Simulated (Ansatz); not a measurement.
**Ta: pressure −1 GPa**

Base system: Ta in the bcc (W type) structure (space group Im-3m, No. 229; a = 3.3196 Å).

It is then changed as follows: a negative pressure, −1 GPa.

The values are results of Ansatz (a program for electronic structure) PBE, spin-orbit coupling left out, not measurements. k-mesh 20×20×20 (Γ-centred); smearing 0.05 eV (Fermi–Dirac).

```tsv
quantity	base	changed	shift
volume per atom	18.29 Å³	18.38 Å³	+0.09 Å³
density	16.43 g/cm³	16.34 g/cm³	-0.084 g/cm³
lattice parameter a	3.320 Å	3.325 Å	+0.0057 Å
shortest interatomic distance	2.875 Å	2.880 Å	+0.005 Å
enthalpy H = E + PV relative to the base's energy	–	-0.11 eV/atom	–
band gap	zero	zero	–
```

Final structure:

```yaml
crystal:
  lattice:
    - [-1.66263, 1.66263, 1.66263]
    - [1.66263, -1.66263, 1.66263]
    - [1.66263, 1.66263, -1.66263]
  atoms:
    - { symbol: Ta, position: [0.00000, 0.00000, 0.00000] }
```

Load acts through the strain it causes; cell and atoms are relaxed under it. Stability against distortions was not tested. The final runs are not spin-polarised.
